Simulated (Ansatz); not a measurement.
CuAl (Pm-3m, No. 221, 2 atoms in the cell; start mp-1022721) was calculated with PBEsol (Ansatz, a quantum-chemistry and plane-wave program, plane waves, PAW).

Numerical settings: plane-wave cutoff 520 eV, 18×18×18 k mesh, Fermi–Dirac smearing 0.05 eV, no spin polarisation, scalar-relativistic PAW data made under PBE.

Cell (relaxed at this level):

AlCu is modelled in the cubic space group Pm-3m (No. 221), the CsCl type structure, Pearson symbol cP2. Lattice parameters: a = b = c = 2.9553 Å, α = β = γ = 90.00°. Al on 1a sees 8 Cu at 2.559 Å and 6 Al at 2.955 Å. Cu on 1b has 8 Al at 2.559 Å and 6 Cu at 2.955 Å. (Neighbours: up to the widest gap in distance over summed covalent radii, below 1.35, at either atom.)

Q: Give the computed bulk modulus B0.

A: 
- bulk modulus B0: 130 GPa

Note: the run has no spin polarisation, so it can have missed a magnetic state; the bulk modulus is −V dP/dV from two relaxed cells at ±2 % in volume; the relaxation could not lower the start's symmetry, so the cell can be a saddle point above a distorted one.

Static lattice: no zero-point or thermal effects.

A start named mp-… is a Materials Project structure, which need not be a measured phase.
